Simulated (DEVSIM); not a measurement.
System: Pd/Si3N4/p-Ge capacitor, at 300 K.

Layer 1 from the left is Si3N4, thickness (nm) 4.10. Layer 2 from the left is Ge, thickness (nm) 540, Na (cm⁻³) 6e17.

Metal gate on the left, work function 5.2 eV. Fixed charge at the semiconductor interface 0 cm⁻² (in units of +e); no interface traps.

Constants are typed, rounded textbook-type inputs, not results; the design itself was drawn at random and stands for no fabricated device. Values at 300 K.

Si3N4: gap (eV) 5.1, affinity (eV) 2.1, permittivity 7.5. Ge: gap (eV) 0.664, affinity (eV) 4, permittivity 16, Nc (cm⁻³) 1.04e19, Nv (cm⁻³) 6e18.

### Question
Estimate by hand the flat-band voltage, the threshold voltage, and compare with a numerical solution.

### Answer

- Flat-band voltage: C = 1.62 μF/cm², work-function difference 0.596 V; VFB = φms − qNf/C = 0.60 V; numerical 0.60 V.
- Threshold voltage: φF = 0.265 V, depletion charge √(4εqNφF) = 3.80e-7 C/cm²; VT = VFB + 2φF + Qd/C = 1.36 V; numerical 1.36 V.

Model (solved in DEVSIM): 1D Poisson equation in equilibrium, Boltzmann statistics, complete ionisation; no quantum confinement or tunnelling. Metal contacts follow the ideal Schottky-Mott rule: no Fermi-level pinning, no interface dipoles.
